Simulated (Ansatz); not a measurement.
Symmetric slabs, relaxed from ideal cuts in 1x1 cells, of elemental solids: surface energy (J/m²) by functional, in Ansatz (plane waves, PAW). All structures are PBE's; the other columns are single points with references at the same level. No spin-orbit coupling, Hubbard U or dispersion. The rows are a random draw from the class, without slabs that broke up, higher cuts of a face and adsorbates that left their site.

```csv
system,PBE (J/m²),r2SCAN (J/m²)
"hcp Mg (20-21), ideal cut with outer spacing 0.22 Å",0.64,0.71
"hcp Tl (10-12), ideal cut with outer spacing 0.70 Å",0.30,0.37
"fcc Rh (211), ideal cut with outer spacing 0.78 Å",2.38,2.61
"fcc Ca (210), ideal cut with outer spacing 1.24 Å",0.56,0.61
"hcp Ti (10-12), ideal cut with outer spacing 1.14 Å",2.11,2.30
"fcc Ir (211), ideal cut with outer spacing 0.79 Å",2.74,3.01
"bcc V (210), ideal cut with outer spacing 0.67 Å",2.52,?
"fcc Pb (221), ideal cut with outer spacing 0.84 Å",0.30,0.32
```

Fit a straight line y = a·x + b by least squares to the 7 complete rows (x: PBE (J/m²); y: r2SCAN (J/m²)).

the means are x̄ = 1.2900 and ȳ = 1.4186; Σ(x − x̄)² = 6.8786 and Σ(x − x̄)(y − ȳ) = 7.5055, so a = 1.091 and b = ȳ − a·x̄ = 0.011. The largest residual is 0.032.

What does the line predict for the withheld row, bcc V (210), ideal cut with outer spacing 0.67 Å, and what did the calculation give?

the line gives 2.76; the calculation gave 2.72, a miss of -0.04, of the size of the fitted rows' scatter and rounding.

Ansatz is a first-principles code.
